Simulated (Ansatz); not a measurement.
Bond-angle distributions (per cent of the angles at each element, bins of 10°) of a relaxed model of amorphous Ga$_{24}$O$_{38}$Si at 4.84 g/cm³. These are PBE, scalar-relativistic without spin-orbit coupling (plane waves to 420 eV, PAW; Ansatz, a program for electronic structure) values and carry that method's errors.

The cell was made by melting and quenching with the CHGNet potential and then relaxed with DFT. O atoms were pushed apart under 1.9 Å during the dynamics, to hinder bonds among them. The hot cell started wider than the set density and was brought back towards it in steps. It is the lowest in DFT energy of 2 quenches. It is a model cell: composition and starting density were chosen by hand, and all elements were melted together. No dispersion term was used. Its density started from a set value of 4.85 and ended at 4.84 g/cm³. Cooling (nominally 220 K/ps over its main leg) ran many orders faster than in experiment, which tends to leave more defects and strain. One small periodic cell is one sample of the glass; other quenches scatter about these values. The volume was free in the relaxation, at fixed shape. Stress components on the final sampling reach 2.6 GPa.

Neighbours within Ga-Ga 2.68 Å, Ga-O 2.42 Å, Ga-Si 2.56 Å, O-O 1.58 Å, O-Si 2.12 Å, Si-Si 2.60 Å count as bonded. Two cations that share two anions don't count as bonded, nor two that share one unless they lie closer than Ga-Ga 2.61 Å, Ga-Si 2.49 Å, Si-Si 2.38 Å.

```json
[
 {"angle (°)": "50-60", "at Ga": "0", "at O": "0"},
 {"angle (°)": "60-70", "at Ga": "0", "at O": "0"},
 {"angle (°)": "70-80", "at Ga": "5", "at O": "0"},
 {"angle (°)": "80-90", "at Ga": "17", "at O": "0"},
 {"angle (°)": "90-100", "at Ga": "22", "at O": "22"},
 {"angle (°)": "100-110", "at Ga": "20", "at O": "10"},
 {"angle (°)": "110-120", "at Ga": "12", "at O": "26"},
 {"angle (°)": "120-130", "at Ga": "11", "at O": "23"},
 {"angle (°)": "130-140", "at Ga": "5", "at O": "15"},
 {"angle (°)": "140-150", "at Ga": "3", "at O": "3"},
 {"angle (°)": "150-160", "at Ga": "1", "at O": "2"},
 {"angle (°)": "160-170", "at Ga": "3", "at O": "0"},
 {"angle (°)": "170-180", "at Ga": "3", "at O": "0"}
]
```

They go with these counts of neighbours within the cut-offs, cation contacts included: Ga mean 4.5, most often 4; O mean 3.0, most often 3.
